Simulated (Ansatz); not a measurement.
The parent structure is Tl in the hcp (Mg type) structure (space group P6_3/mmc, No. 194; a = 3.459 Å, c = 5.523 Å).

Modification: full substitution Tl → Y, then cell and atoms are relaxed.

Levels (all Ansatz, a first-principles code, PAW, earlier PAW set): PBEsol (420 eV, without spin-orbit coupling); r2SCAN (500 eV, spin-orbit coupling left out).

The geometry is relaxed with PBEsol.

| Property | Result |
|---|---|
| PBEsol pressure | 0.0 GPa |

Problem. What does r2SCAN give at this geometry for the pressure?

Solution. The pressure goes from zero to 3.0 GPa.

Single points use the geometry relaxed with PBEsol. Their cutoffs differ, which shifts pressures a little. Whether these cells are dynamically stable was not tested. All final runs are without spin polarisation.
